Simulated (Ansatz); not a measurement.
Model glasses of amorphous TiO2, 59 to 67 atoms (Ti20O40 before any change). Each row is one cell at a composition chosen by hand, melted whole on the CHGNet potential with the anions pushed apart under 1.9 Å, quenched within some picoseconds, far faster than a real film, and relaxed with PBE, scalar-relativistic without spin-orbit coupling (plane waves to 420 eV, PAW; Ansatz, a program for electronic structure). Each is the lower in DFT energy of 2 quenches. Cycles of charging and discharging were tried on the cells ahead of these points, and a cell that came back lower was taken. The column on the box says what of it was relaxed with the atoms; held means as the quench left it. Cells that kept moments or hold spare charge are left out.

At the relaxed places, the spacing of the highest filled and the lowest empty level was computed at the zone centre with PBE and with HSE06, without spin polarisation. A level counts as spread where PBE shares it among more than a fifth of the atoms; else the element of the atom with the largest weight is named. Formal charges balance in every cell (each cation at its usual highest valence, Cu and Ag at +1, Sb at +3, H at +1, O at −2, N at −3, F and Cl at −1). Exact exchange is cut at the faces of these small cells, which leaves the hybrid a finite-size error. Where a level is localised, the spacing isn't the band gap.

```
cell             change               box  highest filled on  lowest empty on  spacing, PBE (eV)  spacing, HSE06 (eV)
----------  -----------  ----------------  -----------------  ---------------  -----------------  -------------------
Ti20O37N2    +2 N, −3 O              held                  N           spread               2.19                 3.48
Ti20O39Cl2  +2 Cl, −1 O             shape                 Cl               Ti               2.25                 3.71
Ti20O39F2    +2 F, −1 O            volume                  O               Ti               2.36             withheld
Ti20O41Mg   +1 Mg, +1 O             shape                  O           spread               2.48                 3.96
Ti20O45Nb2  +2 Nb, +5 O              held                  O               Ti               2.58                 4.10
Ti20O43Al2  +2 Al, +3 O              held                  O           spread               2.58                 4.09
Ti20O42Zr   +2 O, +1 Zr  volume and shape                  O           spread               2.79                 4.33
```

**Question.** Fit a straight line of the last column on the one before it through the 6 full rows, and predict the withheld value for Ti20O39F2.

**Answer.** Means: x = 2.478, y = 3.945. Slope = Σ(Δx Δy) / Σ(Δx²) = 0.3383 / 0.2531 = 1.337; intercept = 3.945 − (1.337) × 2.478 = 0.632 eV; r.m.s. residual 0.046 eV. Prediction: 0.632 + (1.337) × 2.36 = 3.79 eV. The run gave 3.87 eV, a miss of 0.08 eV, within twice the residual.
